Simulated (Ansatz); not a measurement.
Take HfN in the rock salt structure (space group Fm-3m, No. 225; a = 4.5018 Å; relaxed with 0.1 eV smearing) as the base. Axes: x, y, z lie along the cube axes.

Method: DFT with PBEsol, PAW potentials and a 420 eV plane-wave cutoff in Ansatz (a program for electronic structure), without spin-orbit coupling.

Strains are applied to the cell and any free atomic positions relax; under biaxial strain the out-of-plane vector relaxes too.

One change was made to it. Results:

```csv
quantity,base,after
"pressure (mean of the normal stresses, compression positive)",0.0 GPa,13.8 GPa
energy relative to the base (free energy F),0 meV/atom,+34 meV/atom
```

Task: What was done to the base?
A. biaxial strain −2.50 %, plane normal [001], relaxed out of plane
B. biaxial strain +2.00 %, plane normal [001], relaxed out of plane
C. biaxial strain −0.50 %, plane normal [001], relaxed out of plane
D. biaxial strain +2.50 %, plane normal [001], relaxed out of plane

Result: A, biaxial strain −2.50 %, plane normal [001], relaxed out of plane. For comparison, the energy relative to the base in the other runs: biaxial strain +2.00 %, plane normal [001], relaxed out of plane gives +19 meV/atom; biaxial strain −0.50 %, plane normal [001], relaxed out of plane gives +1.3 meV/atom; biaxial strain +2.50 %, plane normal [001], relaxed out of plane gives +28 meV/atom.

Stability against distortions was not tested. The final runs are not spin-polarised. An odd electron count without spin: HfN.
